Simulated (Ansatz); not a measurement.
**Pd (model structure, started from the diamond type, Fd-3m, No. 227, 2 atoms in the cell): properties by level of theory**

```csv
level (code),lattice parameter a (Å),bulk modulus (GPa),cohesive energy (eV/atom)
LDA (Ansatz),5.614,96.4,3.65
PBE (Ansatz),5.808,…,2.57
PBEsol (Ansatz),5.685,83.4,3.08
r²SCAN (Ansatz),5.737,76.9,2.87
```

Question: Fill in the missing entries.

Answer: 
- PBE (Ansatz, a quantum-chemistry and plane-wave program), bulk modulus (GPa): 66.1

Caveats: the bulk modulus is −V dP/dV from two relaxed cells at ±2 % in volume (LDA, PBE, PBEsol, r²SCAN). Ansatz's density-functional and Hartree–Fock values are scalar-relativistic unless marked +SOC, with PAW data made under PBE.

The crystal itself was run without spin with r²SCAN; a magnetic state was not tried in these runs.

Static lattice: no zero-point or thermal effects.

A model structure was made by putting elements into a prototype or built by hand; it is no filed structure, need not be a known phase, and can be a saddle point held by its symmetry.
